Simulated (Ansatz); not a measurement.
Functionals compared on a constructed model of the (110) surface of bcc Mo, a pseudomorphic layer of Fe in the host's stacking (bottom of the slab: a bare face, its two planes held), in Ansatz (plane waves, PAW). The structure was relaxed with PBE; the other rows are single points on it. Cutoff 420 eV.

Model: 7-atom slab, 13.7 Å thick at the start with caps and adatoms (thin: gaps and levels are the slab's own), 14x14x1 mesh, Fermi-Dirac 0.1 eV, dipole correction, 2 atoms held, the rest relaxed; start symmetry kept, larger cells not searched; spin-polarised, ending with about 2.4 μB a cell; orders that need a larger cell were not tried, no spin-orbit, no U. It is one candidate, not shown to be the stable structure of the face. These notes are the PBE run's.

```json
[
 {"functional": "PBE", "work function of the top face (eV)": "4.25", "magnetic moment of the cell (μB)": "2.37", "rough cost of the single point": "–"},
 {"functional": "RPBE", "work function of the top face (eV)": "___", "magnetic moment of the cell (μB)": "2.41", "rough cost of the single point": "about 100 core-seconds (a rough figure)"}
]
```

Problem. Some entries are withheld; supply them.

Solution. 
- RPBE, work function of the top face (eV): 4.09

Ansatz is a program for electronic structure.
